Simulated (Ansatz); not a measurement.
The parent structure is ZnO in the wurtzite structure (space group P6_3mc, No. 186).

```yaml
crystal:
  lattice:
    - [3.18693, 0.00000, 0.00000]
    - [-1.59347, 2.75997, 0.00000]
    - [0.00000, 0.00000, 5.15257]
  atoms:
    - { symbol: Zn, position: [0.33333, 0.66667, 0.00179] }
    - { symbol: Zn, position: [0.66667, 0.33333, 0.50179] }
    - { symbol: O, position: [0.33333, 0.66667, 0.38021] }
    - { symbol: O, position: [0.66667, 0.33333, 0.88021] }
```

Cartesian axes are those of the cell as printed.

All numbers come from LDA in Ansatz (plane waves to 420 eV, PAW, no spin-orbit coupling).

Strains are applied to the cell and any free atomic positions relax.

One change was made to it. Results:

```csv
quantity,base,after
energy relative to the base (free energy F),0 meV/atom,+1.2 meV/atom
width of the top valence band,1.93 eV,1.96 eV
```

Q: What was done to the base?
A) uniaxial strain ε_zz = −2.40 %
B) uniaxial strain ε_zz = −1.20 %
C) uniaxial strain ε_zz = −1.80 %
D) uniaxial strain ε_zz = −3.00 %

A: B, uniaxial strain ε_zz = −1.20 %. For comparison, the energy relative to the base in the other runs: uniaxial strain ε_zz = −2.40 % gives +4.8 meV/atom; uniaxial strain ε_zz = −3.00 % gives +7.5 meV/atom; uniaxial strain ε_zz = −1.80 % gives +2.7 meV/atom.

The levels and masses belong to the bands next to the band gap. Stability against distortions was not tested.

Ansatz is a quantum-chemistry and plane-wave program.
